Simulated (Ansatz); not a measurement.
The reference is LiNbO3 (space group R3c, No. 161).

```xyz
10
Lattice="2.5684 1.4829 4.6290 -2.5684 1.4829 4.6290 0.0000 -2.9657 4.6290" Properties=species:S:1:pos:R:3 pbc="T T T"
Li     0.0000     0.0000     9.7499
Li     0.0000     0.0000     2.8063
Nb     0.0000     0.0000    13.6663
Nb     0.0000     0.0000     6.7227
O     -0.6530     1.4373     8.1635
O      1.5713    -0.1531     8.1635
O     -0.9182    -1.2842     8.1635
O      0.9971     1.3298     5.8489
O      0.6530    -1.5284     5.8489
O     -1.6502     0.1987     5.8489
```

Cartesian axes are those of the cell as printed.

Computed with Ansatz (a first-principles code), r2SCAN, PAW, cutoff 500 eV, no spin-orbit coupling, earlier PAW set.

Perturbation: tensile biaxial strain of 2.40 % in the plane normal to [001], as in epitaxy on a mismatched substrate; the out-of-plane cell vector and the atoms relax.

Q: Estimate the effect on the ratio −ε⊥/ε∥ and in-plane stress.

A: The ratio −ε⊥/ε∥ amounts to 0.52; the mean in-plane stress (compression positive) comes out as -4.9 GPa.

Whether these cells are dynamically stable was not tested.
